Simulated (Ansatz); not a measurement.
Response to strain in MnPbO3

Consider MnPbO3 in the cubic perovskite structure (space group Pm-3m, No. 221; a = 3.8402 Å; ferromagnetic; a model cell, its experimental status unchecked). Axes: x, y, z lie along the cube axes.

Strains are applied to the cell and any free atomic positions relax; under stress the whole cell relaxes.

Calculations: r2SCAN (Ansatz, a first-principles code, PAW, no spin-orbit coupling).

Notes on the quantities. energy relative to the base: free energy F.

```csv
case,largest site moment,energy relative to the base,pressure,volume per atom
base,2.64 μB,0 meV/atom,0.0 GPa,11.33 Å³
isotropic strain −3.27 %,2.47 μB,+72 meV/atom,23.7 GPa,10.25 Å³
isotropic strain −0.66 %,2.60 μB,+2.6 meV/atom,3.9 GPa,11.10 Å³
uniaxial strain ε_yy = +1.95 %,2.66 μB,+3.7 meV/atom,-3.4 GPa,11.55 Å³
tensor shear ε_xz = +3.81 %,2.66 μB,+23 meV/atom,0.7 GPa,11.31 Å³
tensor shear ε_xy = −1.57 %,2.64 μB,+3.8 meV/atom,0.1 GPa,11.32 Å³
"uniaxial stress, 1 GPa tension along z",2.64 μB,+0.2 meV/atom,–,11.35 Å³
tensor shear ε_xz = +1.15 %,2.64 μB,+2.1 meV/atom,0.1 GPa,11.33 Å³
tensor shear ε_xy = +0.86 %,2.64 μB,+1.2 meV/atom,0.0 GPa,11.33 Å³
```

Without a gap, meshes like the base's 12×12×12 leave anisotropic stresses uncertain by several tenths of a GPa, and small strain energies with them. Beyond what the load breaks, stability against distortions was not tested. No Hubbard U is applied and the magnetic state is the run's own (MnPbO3 ferromagnetic); small cells can't hold the antiferromagnetic order that many such compounds have, so gaps and moments can be off. Many cubic perovskites are stable only at high temperature; tilts and polar distortions were not tested.
